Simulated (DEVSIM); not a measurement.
System: Au/HfO2/p-GaAs capacitor, at 300 K.

```
layer (left to right)  material  thickness (nm)  Na (cm⁻³)
---------------------  --------  --------------  ---------
1                          HfO2            12.0          -
2                          GaAs           13000     2.4e15
```

Metal gate on the left, work function 5.1 eV. Fixed charge at the semiconductor interface 0 cm⁻² (in units of +e); interface traps 1.9e12 cm⁻² eV⁻¹, uniform in energy, neutral level at 0.5 of the gap above the valence band.

This is a model device: material constants are rounded textbook-type values typed into the input, and sizes, dopings and lifetimes were drawn at random. Values at 300 K.

| parameter | HfO2 | GaAs |
|---|---|---|
| gap (eV) | 5.7 | 1.424 |
| affinity (eV) | 2.5 | 4.07 |
| permittivity | 22 | 12.9 |
| Nc (cm⁻³) | - | 4.7e17 |
| Nv (cm⁻³) | - | 9e18 |

Simulated with DEVSIM: 1D Poisson equation in equilibrium, Boltzmann statistics, complete ionisation; no quantum confinement or tunnelling. Metal contacts follow the ideal Schottky-Mott rule: no Fermi-level pinning, no interface dipoles.

Question: Tabulate band edges, carrier densities and field at 0.6 V on the gate.

Answer: Energies count from the Fermi level of the right contact; mesh points crowd at the junctions.

```json
[
 {"x (μm)": "0.000", "Ec (eV)": "2.000", "Ev (eV)": "-3.700", "n (cm⁻³)": "< 1e2", "p (cm⁻³)": "< 1e2", "field (V/cm)": "48000"},
 {"x (μm)": "0.001573", "Ec (eV)": "2.007", "Ev (eV)": "-3.692", "n (cm⁻³)": "< 1e2", "p (cm⁻³)": "< 1e2", "field (V/cm)": "48000"},
 {"x (μm)": "0.005027", "Ec (eV)": "2.024", "Ev (eV)": "-3.676", "n (cm⁻³)": "< 1e2", "p (cm⁻³)": "< 1e2", "field (V/cm)": "48000"},
 {"x (μm)": "0.009243", "Ec (eV)": "2.044", "Ev (eV)": "-3.656", "n (cm⁻³)": "< 1e2", "p (cm⁻³)": "< 1e2", "field (V/cm)": "48000"},
 {"x (μm)": "0.01191", "Ec (eV)": "2.057", "Ev (eV)": "-3.643", "n (cm⁻³)": "< 1e2", "p (cm⁻³)": "< 1e2", "field (V/cm)": "48000"},
 {"x (μm)": "0.01355", "Ec (eV)": "0.491", "Ev (eV)": "-0.933", "n (cm⁻³)": "2.7e9", "p (cm⁻³)": "1900", "field (V/cm)": "22000"},
 {"x (μm)": "0.01760", "Ec (eV)": "0.499", "Ev (eV)": "-0.925", "n (cm⁻³)": "1.9e9", "p (cm⁻³)": "2600", "field (V/cm)": "21000"},
 {"x (μm)": "0.03454", "Ec (eV)": "0.535", "Ev (eV)": "-0.889", "n (cm⁻³)": "4.8e8", "p (cm⁻³)": "11000", "field (V/cm)": "21000"},
 {"x (μm)": "0.07001", "Ec (eV)": "0.607", "Ev (eV)": "-0.817", "n (cm⁻³)": "2.9e7", "p (cm⁻³)": "170000", "field (V/cm)": "20000"},
 {"x (μm)": "0.1637", "Ec (eV)": "0.778", "Ev (eV)": "-0.646", "n (cm⁻³)": "41000", "p (cm⁻³)": "1.2e8", "field (V/cm)": "17000"},
 {"x (μm)": "0.3926", "Ec (eV)": "1.069", "Ev (eV)": "-0.355", "n (cm⁻³)": "< 1e2", "p (cm⁻³)": "9.7e12", "field (V/cm)": "8900"},
 {"x (μm)": "1.349", "Ec (eV)": "1.211", "Ev (eV)": "-0.213", "n (cm⁻³)": "< 1e2", "p (cm⁻³)": "2.4e15", "field (V/cm)": "≈ 0"},
 {"x (μm)": "3.352", "Ec (eV)": "1.211", "Ev (eV)": "-0.213", "n (cm⁻³)": "< 1e2", "p (cm⁻³)": "2.4e15", "field (V/cm)": "≈ 0"},
 {"x (μm)": "8.056", "Ec (eV)": "1.211", "Ev (eV)": "-0.213", "n (cm⁻³)": "< 1e2", "p (cm⁻³)": "2.4e15", "field (V/cm)": "≈ 0"},
 {"x (μm)": "11.55", "Ec (eV)": "1.211", "Ev (eV)": "-0.213", "n (cm⁻³)": "< 1e2", "p (cm⁻³)": "2.4e15", "field (V/cm)": "≈ 0"},
 {"x (μm)": "12.45", "Ec (eV)": "1.211", "Ev (eV)": "-0.213", "n (cm⁻³)": "< 1e2", "p (cm⁻³)": "2.4e15", "field (V/cm)": "≈ 0"},
 {"x (μm)": "12.79", "Ec (eV)": "1.211", "Ev (eV)": "-0.213", "n (cm⁻³)": "< 1e2", "p (cm⁻³)": "2.4e15", "field (V/cm)": "≈ 0"},
 {"x (μm)": "12.93", "Ec (eV)": "1.211", "Ev (eV)": "-0.213", "n (cm⁻³)": "< 1e2", "p (cm⁻³)": "2.4e15", "field (V/cm)": "≈ 0"},
 {"x (μm)": "12.99", "Ec (eV)": "1.211", "Ev (eV)": "-0.213", "n (cm⁻³)": "< 1e2", "p (cm⁻³)": "2.4e15", "field (V/cm)": "≈ 0"},
 {"x (μm)": "13.00", "Ec (eV)": "1.211", "Ev (eV)": "-0.213", "n (cm⁻³)": "< 1e2", "p (cm⁻³)": "2.4e15", "field (V/cm)": "≈ 0"},
 {"x (μm)": "13.01", "Ec (eV)": "1.211", "Ev (eV)": "-0.213", "n (cm⁻³)": "< 1e2", "p (cm⁻³)": "2.4e15", "field (V/cm)": "≈ 0"},
 {"x (μm)": "13.01", "Ec (eV)": "1.211", "Ev (eV)": "-0.213", "n (cm⁻³)": "< 1e2", "p (cm⁻³)": "2.4e15", "field (V/cm)": "≈ 0"}
]
```
